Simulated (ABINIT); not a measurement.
Input and output of a self-consistent single point for Ba (Im-3m, 1 atom in the cell) (ABINIT).

Method: PBE, norm-conserving pseudopotentials (PseudoDojo nc-sr-05 PBE standard) (plane waves; ABINIT).

The change in words: lattice scaled by 0.98. Reference geometry:
```
Ba
1.0
   -2.50799     2.50799     2.50799
    2.50799    -2.50799     2.50799
    2.50799     2.50799    -2.50799
Ba
1
Cartesian
  0.00000   0.00000   0.00000
```

Reference input (self-consistent single point, DFT, PBE, plane waves, norm-conserving pseudopotentials (PseudoDojo nc-sr-05 PBE standard)): pseudos = [Ba.upf]; ecut = 56 Ry; occopt = 7; tsmear = 0.00367493 Ha; ngkpt = 8 8 8; nshiftk = 1; shiftk = 0 0 0; potentials = PseudoDojo nc-sr-05 PBE standard; nband = 10; kptopt = 1; nstep = 100; tolvrs = 1e-11. This run's input differs from it in these lines:

```diff
@@ -3,3 +3,3 @@
 pseudos "Ba.upf"
-acell 4.3439695690 4.3439695690 4.3439695690 Angstrom
+acell 4.2570899005 4.2570899005 4.2570899005 Angstrom
 rprim
```

Output (repeated stretches shortened):

```
--- !BeginCycle
solver: {iscf: 7, nstep: 100, nline: 4, wfoptalg: 0, }
tolerances: {tolvrs: 1.00E-11, }
...

     iter   Etot(hartree)      deltaE(h)  residm     vres2
 ETOT  1  -27.989453147050    -2.799E+01 2.440E-02 8.928E-01
 ETOT  2  -27.998466986589    -9.014E-03 2.118E-03 7.111E-02
 ETOT  3  -27.998486538894    -1.955E-05 1.273E-02 4.964E-03
 ETOT  4  -27.998488531633    -1.993E-06 1.378E-03 1.934E-04
 ETOT  5  -27.998488765316    -2.337E-07 8.489E-04 4.607E-06
 ETOT  6  -27.998488798097    -3.278E-08 1.325E-04 1.262E-07
 ETOT  7  -27.998488803176    -5.080E-09 9.162E-05 5.295E-09
 ETOT  8  -27.998488803995    -8.188E-10 6.617E-05 1.125E-09
 ETOT  9  -27.998488804129    -1.341E-10 5.866E-05 4.975E-11
 ETOT 10  -27.998488804152    -2.271E-11 4.220E-05 8.889E-12
 At SCF step   10       vres2   =  8.89E-12 < tolvrs=  1.00E-11 =>converged.

 Cartesian components of stress tensor (hartree/bohr^3)
  sigma(1 1)= -1.89796501E-05  sigma(3 2)=  0.00000000E+00
  sigma(2 2)= -1.89796501E-05  sigma(3 1)=  0.00000000E+00
  sigma(3 3)= -1.89796501E-05  sigma(2 1)=  0.00000000E+00

 ----iterations are completed or convergence reached----

 reduced coordinates (array xred) for    1 atoms
       0.000000000000      0.000000000000      0.000000000000
 cartesian forces (eV/Angstrom) at end:
    1     -0.00000000000000    -0.00000000000000    -0.00000000000000
 frms,max,avg= 0.0000000E+00 0.0000000E+00   0.000E+00  0.000E+00  0.000E+00 e/A
 length scales=  8.044734035018  8.044734035018  8.044734035018 bohr
              =  4.257089900500  4.257089900500  4.257089900500 angstroms
   [... lines left out ...]
 Fermi (or HOMO) energy (hartree) =   0.17315   Average Vxc (hartree)=  -0.28493
   [... lines left out ...]
total_energy        : -2.79984888041521E+01
total_energy_eV     : -7.61877626349695E+02
band_energy         : -3.48984789654904E+00
...

-Cartesian components of stress tensor (GPa)         [Pressure=  5.5840E-01 GPa]
- sigma(1 1)= -5.58400491E-01  sigma(3 2)=  0.00000000E+00
- sigma(2 2)= -5.58400491E-01  sigma(3 1)=  0.00000000E+00
- sigma(3 3)= -5.58400491E-01  sigma(2 1)=  0.00000000E+00

 Calculation completed.
```

The run converged in 10 iterations. Against the reference run the free energy rises by 5.8 meV/atom and the pressure goes from -0.04 to 0.56 GPa.

The starting cell has typed, rounded lattice constants, without a prior relaxation at this level. Its lattice was rescaled by a random factor within 2.5 % of one. For this run, on top of that: lattice scaled by 0.98.
